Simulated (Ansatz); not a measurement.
Start from SiS₂ (space group Ibam, No. 72; made of chains).

```yaml
crystal:
  lattice:
    - [-2.90154, 4.94591, 2.77276]
    - [2.90154, -4.94591, 2.77276]
    - [2.90154, 4.94591, -2.77276]
  atoms:
    - { symbol: S, position: [0.88521, 0.80033, 0.68554] }
    - { symbol: S, position: [0.38521, 0.69967, 0.08488] }
    - { symbol: S, position: [0.61479, 0.30033, 0.91512] }
    - { symbol: S, position: [0.11479, 0.19967, 0.31446] }
    - { symbol: Si, position: [0.75000, 0.75000, 0.00000] }
    - { symbol: Si, position: [0.25000, 0.25000, 0.00000] }
```

Method: r2SCAN in Ansatz (plane waves to 500 eV, PAW, without spin-orbit coupling).

Before the change:

| Item | Value |
|---|---|
| Width of the top valence band | 0.83 eV |
| Density | 1.92 g/cm³ |
| Gap character | indirect, Σ₀–Γ (22 % along) → k = (3/8, 3/8, -3/8) in the run's primitive reciprocal basis |

The change: a hydrostatic pressure of 4.2 GPa.

Task: How does this affect the width of the top valence band, density and gap character?

Result: The width of the top valence band goes up by 0.28 eV to 1.11 eV; the density increases by 0.50 g/cm³, from 1.92 g/cm³ to 2.42 g/cm³; the gap character goes from indirect, Σ₀–Γ (22 % along) → k = (3/8, 3/8, -3/8) in the run's primitive reciprocal basis to indirect, Σ₀–Γ (20 % along) → X.

Load acts through the strain it causes; cell and atoms are relaxed under it. Stability against distortions was not tested. No dispersion term is included, though the crystal is made of layers, chains or molecules, so its spacings can come out too wide.

Ansatz is an electronic-structure program.
